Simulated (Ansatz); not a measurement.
## Fermi-surface data of Hf (P6_3/mmc)

Data:

```xyz
2
Lattice="3.1462 0.0000 0.0000 -1.5731 2.7247 0.0000 0.0000 0.0000 5.0707" Properties=species:S:1:pos:R:3 pbc="T T T"
Hf     0.0000     1.8165     1.2677
Hf     1.5731     0.9082     3.8030
```

Calculation: PBEsol, rigid bands (plane waves, PAW, scalar-relativistic; Ansatz, an electronic-structure program). Condition of this run: uniaxial stress zz = -2 GPa (compression positive) (the target of the relaxation). How the cell was made: cell and atoms relaxed with PBEsol, then loaded as said.

```
Item                                                                Value
------------------------------------  -----------------------------------
density of states at the Fermi level    1.41 states/(eV·cell), both spins
bare Sommerfeld coefficient                     1.66 mJ/(mol of atoms·K²)
Drude plasma energy                          4.0 (x), 4.0 (y), 4.4 (z) eV
root-mean-square Fermi velocity                                 4.5e5 m/s
resistivity times τ                   30 (x), 30 (y), 25 (z) ×10⁻²² Ω·m·s
```

A metal at this level (no band gap); rigid bands, thermally averaged at 300 K, both spins. Spin-orbit coupling is left out, which matters with elements this heavy. τ is one relaxation time for all states.
